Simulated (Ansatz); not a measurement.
In a (7,0) gold nanotube, spin-degenerate bands cross the Fermi level 7 times between Γ and the zone edge.

Calculation: PBE (plane waves to 420 eV, PAW; Ansatz, a program for electronic structure). Mesh 1×1×14. No spin polarisation. Isolated but for its images some 11 Å away. A hypothetical model, rolled from the flat sheet. Symmetry and one short period hold its shape; lower forms weren't sought. Values not marked SOC lack spin–orbit coupling.

Q: What are the conductance and the two-terminal resistance of a perfect, endless piece?

A: Each crossing on the half of the zone with k > 0 has a partner at −k, so it gives one mode in each direction. Counting spin there are 14 modes, each carrying e²/h = 38.74 μS. G = 14 × 38.74 = 542.4 μS and R = 1/G = 1.84 kΩ, whatever the length. Scattering by phonons, roughness and contacts can only raise R.
